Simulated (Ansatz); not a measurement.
Abridged Ansatz (a quantum-chemistry and plane-wave program) output:

```
Pseudopotential: La, paw, valence charge 11
Pseudopotential: Ge, paw, valence charge 14
Pseudopotential: I, paw, valence charge 17
Crystal: 5 atoms, lattice volume = 258.680 Å³
Basis set: ecut = 500 eV, 6607 PW (Γ), exchange–correlation on 192×192×192 points (64 copies of the dense FFT grid, shifted against one another)
Bands: 43, of which v1, the nominal top of the filled ones, is band 38 counted from 1 (37 counted from 0)
Symmetry: 6 space group operations
k-points: 65 of 512 (time reversal used)
Functional: x = r2scan, c = r2scan; τ floored in thin density (d = 2e-4 eV/Å³)
SCF iter   1: F=—  HF=-33166.227883 eV  |F-HF|=—  |Δ(HF+E_count)|=         —  Δρ=3.10e-1  dr2=4.99e2  dr2_τ=2.43e0  ethr=3.10e-3  ⟨swp⟩=6.1  Hψ=22843  notcnv=0
SCF iter   2: F=—  HF=-33158.076928 eV  |F-HF|=—  |Δ(HF+E_count)|=    8.15e0  Δρ=1.11e-1  dr2=3.81e1  dr2_τ=3.96e0  ethr=3.10e-3  ⟨swp⟩=5.9  Hψ=9373  notcnv=0  defer=1
SCF 1 converged in 16 iterations: F = -33155.124222 eV  dr2 = 4.10e-10
SCF converged after 16 iterations
Free energy (F): -33155.124222 eV
Internal energy: -33155.105579 eV  (E = F + TS)
E sigma→0 (E₀):  -33155.114900 eV
Entropy (-TS):   -0.018643 eV (-3.729 meV/atom)
Fermi energy:    5.152268 eV
--- Forces (eV/Å), atoms counted from 1 ---
  atom   1  La     0.00000000     0.00000000    -0.00146911
  atom   2  Ge    -0.00000000     0.00000000     0.00093195
  atom   3  I     -0.00012736     0.00007353     0.00018487
  atom   4  I      0.00012736     0.00007353     0.00018487
  atom   5  I      0.00000000    -0.00014706     0.00018487
--- Stress (GPa, compression-positive) ---
       -0.002189      -0.000000      -0.000000
       -0.000000      -0.002189      -0.000000
       -0.000000       0.000000      -0.001759
  P = ⅓ Tr σ = -0.0020 GPa (-0.020 kbar)
```

Question: What was computed, and what are the main results?

Answer: LaGeI3, 5 atoms in the cell, with r2SCAN (Ansatz), without spin-orbit coupling, earlier PAW set. The last SCF converged to F = -33155.124222 eV, or -6631.0248 eV per atom, at a pressure of 0.00 GPa. The total energy compares only with runs of the same code, potentials and settings.

Whether these cells are dynamically stable was not tested. The final runs are not spin-polarised. The cell was made from CsGeI3 by this change: Cs → La; the result is a hypothetical phase, not in the database extracts checked.
